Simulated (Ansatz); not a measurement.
**Converging the plane-wave cutoff: Fe₂Si (I4mm, 3 atoms in the cell)**

```
Fe2Si
1.0
   -1.34344     1.34344     4.43921
    1.34344    -1.34344     4.43921
    1.34344     1.34344    -4.43921
Fe Si
2 1
Direct
  0.34526   0.34526   0.00000
  0.66037   0.66037   0.00000
  0.00000   0.00000   0.00000
```
Moments meant for the start (each program seeds them in its own way; μB, in the order of the atoms Fe Fe Si): 4.0 4.0 0.0.

Method of the run: PBEsol, default PAW files made with PBE (plane waves; Ansatz, a first-principles code).

Base settings: basis.ecutwfc = 420 eV; kpoints.mp_grid.grid = 8 8 8; hamiltonian.xc = pbesol; hamiltonian.pseudopotentials = {kind: paw} (the program's default PAW files); magnetization.spin_polarized = true; scf.occupations.method = gaussian; scf.occupations.width = 0.1 eV.

The second cell is the first with its lattice scaled by 0.98.

The mesh stays at the base's, so the ladder's end is converged at best in this setting alone.

The first pressure column holds Ansatz's estimate of the finite-basis (Pulay) stress, which hides part of the cutoff error; the other is without it.

Only quantities that move along the ladder and can be compared are tabulated.

The magnetic state is not the same in all runs (site moments differ, or a search went on to a lower state), so steps between rows are not convergence errors alone.

The count of work is k-points × plane waves × bands × iterations; it is no time. 

The starting cell comes from a database of computed structures (which also holds hypothetical and non-ambient phases and stackings), without a prior relaxation at this level. Its lattice was rescaled by up to half a per cent. One atom was moved a little off its site on purpose. The magnetic order is the one reached from the typed start; others were not searched systematically. In the base run, with a pressure of about -6 GPa the cell is away from its equilibrium volume at this level.

```tsv
basis.ecutwfc	free energy less the last step's (meV/atom)	energy of the compressed cell less the first (meV/atom)	pressure (GPa)	pressure without the Pulay estimate (GPa)	largest difference of a force vector from the last step's (eV/Å)	count of work / last
145 eV	63621.72	-28.17	-33.32	-3053.04	5.350	0.046
170 eV	28261.88	-326.54	-112.44	-1547.27	8.177	0.14
190 eV	15291.59	-164.67	-16.74	-925.60	3.817	0.11
210 eV	8065.58	95.16	18.81	-541.21	1.654	0.094
230 eV	4054.12	145.02	20.94	-307.42	0.372	0.093
250 eV	1976.94	87.48	10.39	-170.93	0.931	0.10
295 eV	364.60	14.22	-4.24	-46.86	0.134	0.14
335 eV	63.45	7.87	-5.18	-15.43	0.076	0.17
380 eV	6.41	6.32	-5.72	-6.90	0.009	0.24
420 eV	1.96	5.94	-5.82	-5.91	0.001	0.24
460 eV	1.45	5.91	-5.82	-5.88	0.000	0.32
505 eV	0.90	5.93	-5.82	-5.87	0.000	0.35
565 eV	0.51	5.93	-5.82	-5.84	0.000	0.41
630 eV	0.33	5.92	-5.82	-5.84	0.000	0.51
735 eV	0.11	5.92	-5.82	-5.83	0.000	0.62
840 eV	0.06	5.91	-5.82	-5.83	0.000	0.77
1010 eV	0.00	5.91	-5.82	-5.83	0.000	1.0
```

Coarsest basis.ecutwfc that holds the pressure within 0.2 GPa of the last step, with all finer ones: 380 eV, at 0.24 of the last step's count of work; the step before is off by 0.64 GPa.

Coarsest basis.ecutwfc that holds the energy of the compressed cell less the first within 0.5 meV/atom of the last step, with all finer ones: 380 eV, at 0.24 of the last step's count of work; the step before is off by 2.0 meV/atom.

Coarsest basis.ecutwfc that holds the free energy within 1 meV/atom of the last step, with all finer ones: 505 eV, at 0.35 of the last step's count of work; the step before is off by 1.4 meV/atom.

The energy difference between the two cells stays within 1 meV/atom of the last step's from 380 eV on, the total only from 505 eV on: much of the error is common to both cells and cancels.

At the lowest cutoff the pressure without the Pulay estimate lies 3050 GPa under the last step's, the usual sign of Pulay stress in an incomplete plane-wave basis.

Keys are those of Ansatz 0.2.
